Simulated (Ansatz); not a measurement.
L1₂ (Cu3Au-type) Ni3Fe

Method: PBE (Ansatz, a first-principles code, plane waves, PAW).

Settings: plane-wave cutoff 520 eV, 18×18×18 k mesh, Fermi–Dirac smearing 0.042 eV (set by the program), spin-polarised with parallel moments, scalar-relativistic PAW data made under PBE.

Cell: measured lattice: a = b = c = 3.5450 Å, α = β = γ = 90.00°.

```yaml
elastic constant C11: 275 GPa
elastic constant C12: 153 GPa
elastic constant C44: 129 GPa
Voigt–Reuss–Hill bulk modulus: 194 GPa
Voigt–Reuss–Hill shear modulus (Hill average): 95.6 GPa
young_modulus: 246 GPa
poisson_ratio: 0.288
```

Note: the cell isn't this level's own, so it is under some stress, which shifts stiffness and frequencies.

Elastic constants are with the ions relaxed.

Computed values are for the static lattice.
